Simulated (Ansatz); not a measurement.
GaP: response to strain

The reference is GaP in the zinc blende structure (space group F-43m, No. 216).

```
GaP
1.0
    0.00000     2.71923     2.71923
    2.71923     0.00000     2.71923
    2.71923     2.71923     0.00000
P Ga
1 1
Direct
  0.75000   0.75000   0.75000
  0.00000   0.00000   0.00000
```

Cartesian axes are those of the cell as printed.

Strains are applied to the cell and any free atomic positions relax; under biaxial strain the out-of-plane vector relaxes too; under stress the whole cell relaxes.

The values are results of PBEsol (Ansatz, a first-principles code, PAW, scalar-relativistic without spin-orbit coupling), not measurements.

Notes on the quantities. energy relative to the base: free energy F; pressure: mean of the normal stresses, compression positive.

| change | energy relative to the base | band gap | pressure |
|---|---|---|---|
| base | 0 meV/atom | 1.45 eV | 0.00 GPa |
| biaxial strain −1.36 %, plane normal [001], relaxed out of plane | +3.4 meV/atom | 1.30 eV | 1.34 GPa |
| biaxial strain +3.58 %, plane normal [001], relaxed out of plane | +21 meV/atom | (withheld) | (withheld) |
| biaxial strain +4.58 %, plane normal [110], relaxed out of plane | +46 meV/atom | 0.81 eV | -4.96 GPa |
| biaxial strain −3.68 %, plane normal [111], relaxed out of plane | +36 meV/atom | 0.97 eV | 5.47 GPa |
| isotropic strain −4.47 % | +112 meV/atom | 1.16 eV | 15.76 GPa |
| uniaxial strain ε_xx = −0.48 % | +0.2 meV/atom | 1.40 eV | 0.42 GPa |
| uniaxial strain ε_yy = +3.02 % | +7.5 meV/atom | 1.37 eV | -2.38 GPa |
| uniaxial strain ε_zz = −0.62 % | +0.3 meV/atom | 1.38 eV | 0.54 GPa |
| uniaxial stress, 3 GPa tension along z | +5.4 meV/atom | 1.30 eV | – |

Task: Some entries are withheld; estimate them.

Result: 
- biaxial strain +3.58 %, plane normal [001], relaxed out of plane, band gap: 0.90 eV
- biaxial strain +3.58 %, plane normal [001], relaxed out of plane, pressure: -2.98 GPa

A biaxial case was relaxed in a doubled cell and then solved in the primitive one. Stability under load was not tested beyond the relaxation.
